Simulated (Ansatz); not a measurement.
Consider GaN in the zinc blende structure (space group F-43m, No. 216; a = 4.498 Å).

All numbers come from r2SCAN (Ansatz, a quantum-chemistry and plane-wave program; PAW; 500 eV plane waves; no SOC).

Base values:

| Property | Value |
|---|---|
| Lattice parameter a | 4.498 Å |
| Band gap | 2.17 eV |

Perturbation: a hydrostatic pressure of 7.5 GPa.

Problem. How does this affect the lattice parameter a and band gap?

Solution. The lattice parameter a falls by 0.053 Å, from 4.498 Å to 4.445 Å; the band gap rises by 0.24 eV (2.17 eV → 2.41 eV).

Load acts through the strain it causes; cell and atoms are relaxed under it. No phonon test of stability was made. Tetrahedral semiconductors of this kind turn to denser phases somewhere between about 1 and 50 GPa; those were not computed, so compressed cells here can lie past the real transition. This is not the structure that GaN has at room temperature and ambient pressure.
